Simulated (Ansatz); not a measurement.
Worked example: relaxation of the atoms of ScSi2Ni2 (I4mm, 5 atoms in the cell) in Ansatz (a first-principles code).

Method of the run: LDA (PW92), default PAW files made with PBE (plane waves; Ansatz).

The change in words: one atom moved by 0.15 angstrom; relax: default → atoms; relax.f_tol: default → 0.001 eV/Å. Reference geometry:
```
Sc(SiNi)2
1.0
   -1.89698     1.89698     4.73090
    1.89698    -1.89698     4.73090
    1.89698     1.89698    -4.73090
Sc Si Ni
1 2 2
Direct
  0.00000   0.00000   0.00000
  0.62206   0.62206   0.00000
  0.37794   0.37794   0.00000
  0.25000   0.75000   0.50000
  0.75000   0.25000   0.50000
```

Reference input (self-consistent single point, DFT, LDA (PW92), plane waves, default PAW files made with PBE): basis.ecutwfc = 420 eV; kpoints.mp_grid.grid = 12 12 12; hamiltonian.xc = lda; hamiltonian.pseudopotentials = {kind: paw} (the program's default PAW files); scf.occupations.method = fermi_dirac; scf.occupations.width = 0.1 eV. This run's input differs from it in these lines:

```diff
@@ -7,3 +7,3 @@
   atoms:
-    - { symbol: Sc, position: [0.000000, 0.000000, 0.000000] }
+    - { symbol: Sc, position: [0.015853, 0.015853, 0.000000] }
     - { symbol: Si, position: [0.622060, 0.622060, 0.000000] }
@@ -21,2 +21,4 @@
   occupations: { method: fermi_dirac, width: 0.1 }
+relax:
+  f_tol: 0.001
 output:
```

Output, abridged:

```
   [... SCF lines of the steps left out ...]
relax step   1: F+E_penalty+E_count = -14857.44618076 eV  Δ(F+E_penalty+E_count) = +0.000e0 eV  max|allowed force component| = 6.943e-1 eV/Å  Δτ_max = 0.0000 Å  (7 SCF iters, dr2 threshold 1.00e-7 eV, accepted)
relax step   2: F+E_penalty+E_count = -14857.48959571 eV  Δ(F+E_penalty+E_count) = -4.341e-2 eV  max|allowed force component| = 2.938e-1 eV/Å  Δτ_max = 0.1710 Å  (6 SCF iters, dr2 threshold 3.01e-5 eV, accepted)
relax step   3: F+E_penalty+E_count = -14857.49850245 eV  Δ(F+E_penalty+E_count) = -8.907e-3 eV  max|allowed force component| = 1.479e-1 eV/Å  Δτ_max = 0.0510 Å  (6 SCF iters, dr2 threshold 5.39e-6 eV, accepted)
relax step   4: F+E_penalty+E_count = -14857.49952743 eV  Δ(F+E_penalty+E_count) = -1.025e-3 eV  max|allowed force component| = 3.562e-3 eV/Å  Δτ_max = 0.0072 Å  (6 SCF iters, dr2 threshold 3.91e-6 eV, accepted)
relax step   5: F+E_penalty+E_count = -14857.49952744 eV  Δ(F+E_penalty+E_count) = -5.719e-9 eV  max|allowed force component| = 3.601e-3 eV/Å  Δτ_max = 0.0000 Å  (6 SCF iters, accepted)
relax step   6: F+E_penalty+E_count = -14857.49952793 eV  Δ(F+E_penalty+E_count) = -4.939e-7 eV  max|allowed force component| = 8.917e-5 eV/Å  Δτ_max = 0.0002 Å  (6 SCF iters, accepted)
the relaxation is at rest under the 8 symmetry operations that the run kept from its start: a minimum is not shown …
Free energy (F): -14857.499528 eV
Internal energy: -14857.393617 eV  (E = F + TS)
E sigma→0 (E₀):  -14857.446573 eV
Entropy (-TS):   -0.105911 eV (-21.182 meV/atom)
Fermi energy:    13.345043 eV
--- Forces (eV/Å), atoms counted from 1 ---
  atom   1  Sc    -0.00000000     0.00000000    -0.00000066
  atom   2  Si     0.00000000     0.00000000    -0.00008919
  atom   3  Si    -0.00000000    -0.00000000    -0.00001652
  atom   4  Ni    -0.00000000     0.00000000     0.00005313
  atom   5  Ni     0.00000000     0.00000000     0.00005313
--- Stress (GPa, compression-positive) ---
   [... lines left out ...]
    - { symbol: Si, position: [0.6260657232163346, 0.6260657232163346, 4.0610399980331625e-34] }
    - { symbol: Si, position: [0.38027615850530505, 0.38027615850530505, 4.0610399980331625e-34] }
    - { symbol: Ni, position: [0.25317025930599046, 0.7531702593059906, 0.5000000000000001] }
    - { symbol: Ni, position: [0.7531702593059906, 0.25317025930599046, 0.5000000000000001] }
```

The run converged.  The full log also holds: “iter 5 did not close the SCF: its close was put off for the readings that it lacked (scf_convergence_deferred on its scf_iter line)”. The full log also holds: “iter 4 did not close the SCF: its close was put off for the readings that it lacked (scf_convergence_deferred on its scf_iter line)”.

Summary of the result:
Free energy E − TS (on the zero of these files): -14857.4995 eV
Fermi level (on the code's own zero): 13.35 eV
Pressure: -4.97 GPa
Relaxation steps: 6

The starting cell comes from a database of computed structures (which also holds hypothetical and non-ambient phases and stackings), without a prior relaxation at this level. Its lattice was rescaled by up to half a per cent. For this run, on top of that: one atom moved by 0.15 angstrom. Spin polarisation is off. The relaxation keeps the symmetry of its start, so its end need not be a minimum. Ansatz's pressure includes its estimate of the finite-basis (Pulay) stress.

Cost on one core of a shared machine: roughly 3 min.

Keys are those of Ansatz 0.2.
